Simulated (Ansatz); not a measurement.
The starting structures come from a database of crystals and need not be the phases stable at ambient conditions.

By PBEsol, the system below comes out a metal.

Consider the following.

```yaml
crystal:
  lattice:
    - [6.09880, 0.00000, 0.00000]
    - [0.00000, 8.62500, 0.00000]
    - [3.04940, 4.31250, 3.04940]
  atoms:
    - { symbol: Ti, position: [0.76212, 0.38106, 0.00000] }
    - { symbol: Ti, position: [0.73788, 0.86894, 0.52424] }
    - { symbol: Ti, position: [0.23788, 0.38106, 0.00000] }
    - { symbol: Ti, position: [0.26212, 0.39318, 0.47576] }
    - { symbol: Ti, position: [0.23788, 0.85682, 0.52424] }
    - { symbol: Ti, position: [0.26212, 0.86894, 0.00000] }
    - { symbol: Ti, position: [0.76212, 0.38106, 0.47576] }
    - { symbol: Ti, position: [0.73788, 0.86894, 0.00000] }
    - { symbol: C, position: [0.75000, 0.12500, 0.50000] }
    - { symbol: C, position: [0.25000, 0.62500, 0.00000] }
    - { symbol: C, position: [0.25000, 0.62500, 0.50000] }
    - { symbol: C, position: [0.75000, 0.62500, 0.00000] }
```

The cell is taken as given; by PBEsol it stands under a pressure of -4.7 GPa.

The current flows along the normal of the first two printed cell vectors, the (110) plane of the conventional cell. No spin-orbit coupling; the value is a mean over 0.1 eV about the Fermi level.

Q: Compute, with PBEsol in Ansatz (a program for electronic structure), the ballistic conductance per area.

A: 0.33 × 10¹⁵ S/m² for both spins.
